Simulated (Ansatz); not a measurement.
Consider a periodic stack without vacuum, bcc Mo (0 0 1) on rock-salt PbS (0 0 1) (film strained to the substrate, started from cuts of the bulks and a machine-learned relaxation; slabs Pb6S6 and Mo12, which can lie off the formulas): substrate slab Pb6S6, film Mo12, surface cells [[1, 0], [1, 1]] and [[-1, 1], [-1, -1]], film strained by -5.0 and -5.0 %, outermost planes PbS/PbS and Mo/Mo as cut, which need not be the usual terminations and can put a slab off its formula. Its start:

```
Mo2PbS
1.0
    4.24864     0.00000     0.05231
    0.00000     4.24864     0.05231
   -1.77667     2.47197    28.53284
Pb S Mo
6 6 12
Direct
  0.08807   0.93157   0.15649
  0.64073   0.59395   0.04679
  0.18131   0.81851   0.36280
  0.63042   0.37174   0.25868
  0.23107   0.65924   0.57183
  0.73248   0.26290   0.46958
  0.57736   0.42935   0.14801
  0.13230   0.10175   0.03055
  0.68256   0.31575   0.36681
  0.12935   0.87142   0.25793
  0.75009   0.13333   0.61675
  0.23717   0.76225   0.47492
  0.78279   0.06483   0.71796
  0.28359   0.56407   0.71952
  0.76541   0.60568   0.65839
  0.26407   0.10702   0.65839
  0.81897   0.98073   0.83824
  0.31573   0.47742   0.83831
  0.80000   0.52190   0.77881
  0.30071   0.02119   0.77881
  0.87300   0.91608   0.95693
  0.34099   0.38407   0.95692
  0.83126   0.44227   0.89823
  0.34050   0.93303   0.89823
```

The start was prepared with a machine-learned potential, and the result is one local minimum, with the in-plane cell held and forces under 0.04 eV/Å; the film can end far from its bulk form.

Calculation: PBE (plane waves to 420 eV, PAW; Ansatz, a program for electronic structure). Scalar-relativistic, without spin–orbit coupling; the runs are not spin-polarised. Its k-point mesh 7×7×1, Fermi–Dirac width 0.05 eV.

Task: Predict the relaxed interface.

Result: 
| Quantity | Result |
|---|---|
| interface area | 18.1 Å² |
| period | 28.47 Å |
| heights between the nearest atoms of the two slabs at the two interfaces | 1.25 and 1.88 Å |
| Mo–Pb contacts across the interfaces within 1.22 times the sum of covalent radii | 8, mean 3.25 Å |
| Mo–S contacts across the interfaces within 1.22 times the sum of covalent radii | 7, mean 2.55 Å |
